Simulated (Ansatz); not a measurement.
The reference is PbTe in the zinc blende structure (space group F-43m, No. 216; a = 7.3355 Å; a hypothetical phase, not in the database extracts checked). Axes: x, y, z lie along the cube axes.

The values are results of PBE, PAW, 420 eV (Ansatz, a first-principles code; no SOC), not measurements.

A first run, uniaxial strain ε_xx = −1.35 %, gives secant values C11 ≈ 27 GPa and C12 ≈ 24 GPa from its stress. A second run applies isotropic strain −1.26 %.

Question: What does linear elasticity predict for the bulk modulus −ΔP/(ΔV/V₀) in the second run, and what does the run give?

Answer: Linear elasticity: (C11 + 2 C12)/3 = 25 GPa. The run gives 27 GPa; any difference comes from nonlinear terms at these strains and numerical noise.

Whether these cells are dynamically stable was not tested.
